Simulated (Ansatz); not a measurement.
Input:

```xyz
2
Lattice="0.0000 2.8537 2.7550 2.8537 0.0000 2.7550 2.8537 2.8537 0.0000" Properties=species:S:1:pos:R:3 pbc="T T T"
Ga     0.0000     0.0000     0.0000
As     1.4268     1.4268     1.3775
```

The numbers are results of PBEsol with spin-orbit coupling, rigid bands (plane waves, PAW; Ansatz, a first-principles code), not measurements. Condition of this run: uniaxial stress zz = 2 GPa (compression positive) (the target of the relaxation). How the cell was made: cell and atoms relaxed with PBEsol, then loaded as said.

### Question
Predict the hole conductivity mass (n e² τ/σ) at 300 K, by direction if it differs.

### Answer
0.35 (x), 0.35 (y), 0.118 (z) mₑ.

### Question
And the band gap?

### Answer
0.30 eV at this level; semilocal functionals usually fall short of the measured gap.

Rigid bands, one relaxation time for all states, no polarons.
